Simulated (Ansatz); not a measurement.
## A computed series for Se: response to strain and stress

The reference is Se (space group P3_121, No. 152; a = 4.507 Å, c = 4.989 Å; made of chains). Axes: x lies along a and z along c of the hexagonal cell.

Strains are applied to the cell and any free atomic positions relax; under biaxial strain the out-of-plane vector relaxes too; under stress the whole cell relaxes.

Computed with DFT with r2SCAN, PAW potentials and a 500 eV plane-wave cutoff in Ansatz (a program for electronic structure), without spin-orbit coupling, earlier PAW set.

Task: Only one of these has no band gap. Which?
(A) uniaxial strain ε_yy = +1.20 %
(B) uniaxial stress, 8 GPa tension along z
(C) uniaxial strain ε_xx = +0.59 %
(D) biaxial strain +3.29 %, plane normal [001], relaxed out of plane
(E) biaxial strain +0.86 %, plane normal [001], relaxed out of plane

Result: B, uniaxial stress, 8 GPa tension along z. Computed: uniaxial stress, 8 GPa tension along z: zero; uniaxial strain ε_yy = +1.20 %: 1.35 eV; biaxial strain +3.29 %, plane normal [001], relaxed out of plane: 1.54 eV; biaxial strain +0.86 %, plane normal [001], relaxed out of plane: 1.39 eV; uniaxial strain ε_xx = +0.59 %: 1.34 eV

The mesh was chosen for an insulator and is coarse for the gapless case. Stability under load was not tested beyond the relaxation. No dispersion term is included, though the crystal is made of layers, chains or molecules, so its spacings can come out too wide. A zero or small gap of Se under uniaxial stress, 8 GPa tension along z can be the functional's error rather than a property of the material.
